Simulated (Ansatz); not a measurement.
Consider GaN in the zinc blende structure (space group F-43m, No. 216; a = 4.455 Å). Axes: x, y, z lie along the cube axes.

Calculations: Kohn–Sham DFT with the LDA functional, run in Ansatz (a first-principles code) with PAW and 420 eV plane waves, no spin-orbit coupling.

For the base:

```
Property                             Value
-----------------------------  -----------
Band gap                           1.96 eV
Shortest interatomic distance      1.929 Å
Gap character                  direct at Γ
```

It is then changed as follows: the cell is compressed by 3.00 % along z with no lateral relaxation, atoms relaxed at fixed cell.

### Question
Estimate the effect on the band gap.

### Answer
The band gap grows by 0.10 eV, from 1.96 eV to 2.06 eV.

### Question
Predict the new stress.

### Answer
The stress (xx, yy, zz, yz, xz, xy; compression positive) is (5.31, 5.31, 8.90, 0.00, 0.00, 0.00) GPa.

### Question
How does this affect the shortest interatomic distance?

### Answer
The shortest interatomic distance shrinks by 0.019 Å to 1.910 Å.

### Question
What happens to the gap character?

### Answer
The gap character stays direct at Γ.

The cells carry an imposed strain or load. Stability against distortions was not tested. This is not the structure that GaN has at room temperature and ambient pressure. Labels are those of the standard path for the cell's own space group.
